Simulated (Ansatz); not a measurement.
## A self-consistent single point of RbCl (Pm-3m, 2 atoms in the cell) with Ansatz

Level of theory: LDA (PW92), default PAW files made with PBE (plane waves; Ansatz, a first-principles code).

The input file:

Ansatz 0.2 input:
```yaml
# RbCl
crystal:
  lattice:
    - [3.924162, 0.000000, 0.000000]
    - [0.000000, 3.924162, 0.000000]
    - [0.000000, 0.000000, 3.924162]
  atoms:
    - { symbol: Rb, position: [0.000000, 0.000000, 0.000000] }
    - { symbol: Cl, position: [0.500000, 0.500000, 0.500000] }
basis:
  ecutwfc: 420.0
kpoints:
  mp_grid: { grid: [6, 6, 6] }
hamiltonian:
  xc: lda
  pseudopotentials: { kind: paw }
scf:
  occupations: { method: fixed }
output:
  forces: true
  eigenvalues: true
  stress: true
```

Log, with long lists cut:

```
WARN ansatz: RAYON_NUM_THREADS=1 ignored (pool sized by the plan → 1); use --threads N
Pseudopotentials: kind: paw
Pseudopotential: Rb, paw, valence charge 9
Pseudopotential: Cl, paw, valence charge 7
Crystal: 2 atoms, lattice volume = 60.428 Å³
Basis set: ecut = 420 eV, 1189 PW (Γ)
Bands: 12, of which v1, the nominal top of the filled ones, is band 8 counted from 1 (7 counted from 0)
Symmetry: 48 space group operations
Space group: Pm-3m (ITA 221), of the structure as read, at distance tolerance 3.9e-5 Å
k-points: 20 of 216
PAW frozen core: Rb, regenerated for the run's functional, and the local potential with it
PAW frozen core: Cl, regenerated for the run's functional, and the local potential with it
Initial density: superposition of atomic densities (neutral atoms: chi_scale 0, normalization atom), corrected by the library's trained network
Initial wavefunctions: pseudopotential atomic-orbital guess
Eigensolver: davidson
Functional: x = slater, c = lda
SCF iter   1: F=—  HF=-4218.711736 eV  |F-HF|=—  |Δ(HF+E_count)|=         —  Δρ=6.28e-3  dr2=2.73e-2  ethr=1.77e-3  ⟨swp⟩=6.3  Hψ=1387  notcnv=0  defer=32
all-band conjugate gradients solve this SCF's bands
preconditioner: auto → none
SCF iter   2: F=—  HF=-4218.704523 eV  |F-HF|=—  |Δ(HF+E_count)|=   7.21e-3  Δρ=2.87e-3  dr2=2.65e-3  ethr=1.71e-4  ⟨swp⟩=2.4  Hψ=510  notcnv=0  defer=36
SCF iter   3: F=—  HF=-4218.703843 eV  |F-HF|=—  |Δ(HF+E_count)|=   6.79e-4  Δρ=1.21e-3  dr2=4.96e-4  ethr=1.66e-5  ⟨swp⟩=2.1  Hψ=357  notcnv=0  defer=36
SCF iter   4: F=—  HF=-4218.703727 eV  |F-HF|=—  |Δ(HF+E_count)|=   1.16e-4  Δρ=4.56e-5  dr2=4.55e-7  ethr=3.10e-6  ⟨swp⟩=1.1  Hψ=247  notcnv=0  defer=34
SCF iter   5: F=—  HF=-4218.703728 eV  |F-HF|=—  |Δ(HF+E_count)|=   9.28e-7  Δρ=9.06e-6  dr2=2.53e-8  ethr=2.85e-9  ⟨swp⟩=3.0  Hψ=511  notcnv=0  defer=18
SCF iter   6: F=-4218.703728 eV  HF=-4218.703728 eV  |F-HF|=4.49e-10  |Δ(HF+E_count)|=   1.00e-8  Δρ=2.97e-6  dr2=1.57e-9  ethr=1.58e-10  ⟨swp⟩=5.3  Hψ=1462  notcnv=0
SCF 1 converged in 6 iterations: F = -4218.703728 eV  dr2 = 1.57e-9
SCF converged after 6 iterations
Free energy (F): -4218.703728 eV
Harris-Foulkes:  -4218.703728 eV  (|F-HF|=4.49e-10)
Internal energy: -4218.703728 eV  (E = F + TS)
E sigma→0 (E₀):  -4218.703728 eV
Fermi energy:    2.416756 eV
--- Per-component energies (eV) ---
  E_band       = -89.869695
  E_kinetic    = 354.103837
  E_local      = -713.732117  (includes V_loc(G=0)·N_el)
  E_nonlocal   = 207.426134
  E_hartree    = 179.414592
  E_xc         = -235.433918
  E_vxc        = -258.442391  (∫ρ·V_xc dr)
  E_paw        = -3148.812657  (= ΣΔE_a)
  E_vpaw       = -38.054096  (= ΣTr[D̂ρ^β])
  E_aug_tail   = 0.000097  (compensation charges beyond the density's cutoff)
  E_ewald      = -862.131446
  E_core_change = 0.461751  (= ΣΔE_core)
  E_smearing   = -0.000000  (= −TS)
  E_closure    = 0.000000  (closes the sum)
  Σ components = -4218.703728   (vs F -4218.703728, Δ=0.00e0)
--- Forces (eV/Å), atoms counted from 1 ---
  atom   1  Rb     0.00000000    -0.00000000     0.00000000
  atom   2  Cl     0.00000000     0.00000000    -0.00000000
  max |Σ_I F_I| component: 6.64e-30 eV/Å
--- Stress (GPa, compression-positive) ---
       -2.206813      -0.000000       0.000000
       -0.000000      -2.206813       0.000000
        0.000000       0.000000      -2.206813
  P = ⅓ Tr σ = -2.2068 GPa (-22.068 kbar)
  The stress holds the Pulay correction. Without it, at fixed plane waves, as pw.x and ABINIT print it: P = -2.2090 GPa
--- Band table (eV; the first three rows and the last of 20) ---
  k-point 0: bands = ["-22.0478", "-9.9282", "-5.9529", "-5.9529", "-5.9529", "2.3221", "2.3221", "2.3221", "6.9815", "8.3370", "8.3370", "13.2754"]
  k-point 1: bands = ["-22.0382", "-9.9341", "-6.0182", "-5.9339", "-5.9339", "1.8478", "2.2929", "2.2929", "7.6616", "8.5622", "8.9551", "13.0915"]
  k-point 2: bands = ["-22.0187", "-9.9500", "-6.1315", "-5.8954", "-5.8954", "1.1035", "2.2318", "2.2318", "9.0988", "9.1810", "10.1873", "12.8751"]
  k-point 19: bands = ["-21.9405", "-9.5982", "-6.3030", "-6.3030", "-6.3030", "1.1224", "1.1224", "1.1224", "11.7686", "11.7686", "11.7686", "11.9972"]
```

The run converged in 6 iterations.

The starting cell comes from a database of computed structures (which also holds hypothetical and non-ambient phases and stackings), without a prior relaxation at this level. Its lattice was rescaled by up to half a per cent. Ansatz's pressure includes its estimate of the finite-basis (Pulay) stress.
